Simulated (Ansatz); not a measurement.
For WSeS (P-3m1, No. 164, 6 atoms in the cell; start mp-1216174), LDA (Ansatz, an electronic-structure program, plane waves, PAW) gives:

- lattice parameter a: 3.187 Å
- lattice parameter c: 12.502 Å
- bulk modulus: 42.3 GPa
- cohesive energy: 6.63 eV/atom
- band gap: 0.68 eV

### Question
What does r²SCAN in Ansatz (plane waves, PAW) give for the same quantities?

### Answer

- lattice constant a: 3.247 Å (increases by 1.9 %)
- lattice parameter c: 13.404 Å (goes up by 7.2 %)
- bulk modulus: 18.3 GPa (drops by 57 %)
- cohesive energy: 5.23 eV/atom (drops by 1.40 eV/atom)
- band gap: 1.21 eV (goes up by 0.53 eV)

Changes are worked out from the printed values.

Unless a cell is named, each level is at its own relaxed cell (LDA 18.33, r²SCAN 20.40 Å³/atom).

Levels without +SOC leave out spin–orbit coupling, which shifts energies and cells of such heavy elements.

Levels without +SOC have no spin–orbit coupling; where heavier elements are present it shifts gaps, mostly down, and can invert bands. Density-functional gaps are differences of (generalised) Kohn–Sham levels.

The crystal itself was run without spin with LDA, r²SCAN; a magnetic state was not tried in these runs.

Caveats: the bulk modulus is −V dP/dV from two relaxed cells at ±2 % in volume (LDA, r²SCAN); the relaxation could not lower the start's symmetry, so the cell can be a saddle point above a distorted one (LDA, r²SCAN). Ansatz's density-functional and Hartree–Fock values are scalar-relativistic unless marked +SOC, with PAW data made under PBE.

A start named mp-… is a Materials Project structure, which need not be a measured phase.
